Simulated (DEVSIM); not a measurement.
Device: abrupt In0.53Ga0.47As p-n junction, at 350 K.

Layer 1 from the left is In0.53Ga0.47As, thickness (μm) 1.80, Na (cm⁻³) 2.2e17, τn (s) 1.3e-9, τp (s) 1.3e-9. Layer 2 from the left is In0.53Ga0.47As, thickness (μm) 16.0, Nd (cm⁻³) 1.7e15, τn (s) 1.3e-9, τp (s) 1.3e-9.

Left contact: ohmic. Right contact: ohmic. Voltage is applied to the left contact. Recombination: SRH at mid-gap. Mobility is μmin + (μ − μmin)/(1 + (N/Nref)^α).

The device is made up for the run: typed textbook-type constants, with dimensions and the other settings drawn at random. Values at 300 K; Nc and Nv go as T^1.5, mobilities as T to minus their exponent, the gap by Varshni's rule with the affinity fixed.

In0.53Ga0.47As: gap (eV) 0.74, affinity (eV) 4.51, permittivity 13.9, Nc (cm⁻³) 2.1e17, Nv (cm⁻³) 7.7e18, μn (cm²/Vs) 12000, μp (cm²/Vs) 300, μn,min 300, μp,min 10, Nref,n 1.3e17, Nref,p 4.9e17, αn 0.48, αp 0.4, T exponent of μn 1.6, T exponent of μp 1.6, Varshni α (eV/K) 0.00035, Varshni β (K) 190.

### Question
Estimate by hand the built-in potential, the peak field at zero bias, the capacitance at -6 V, and compare with a numerical solution.

### Answer

- Built-in potential: ni = √(Nc Nv) exp(−Eg/2kT) = 9.68e12 cm⁻³ with Eg = 0.725 eV; Vbi = kT/q ln(Na Nd/ni²) = 0.458 V; numerical 0.458 V.
- Peak field at zero bias: depletion approximation: W = √(2εVbi/(qN)) = 0.646 μm with N = 1.69e15 cm⁻³; field = 2Vbi/W = 14200 V/cm; numerical 27400 V/cm (estimate below by 48 %).
- Capacitance at -6 V: C = √(qεN / 2(Vbi + |V|)) = 5.07 nF/cm²; numerical 5.10 nF/cm² (estimate below by 0.50 %).

Model (solved in DEVSIM): 1D drift-diffusion, Boltzmann statistics, complete ionisation; no tunnelling, impact ionisation, image-force lowering or self-heating.
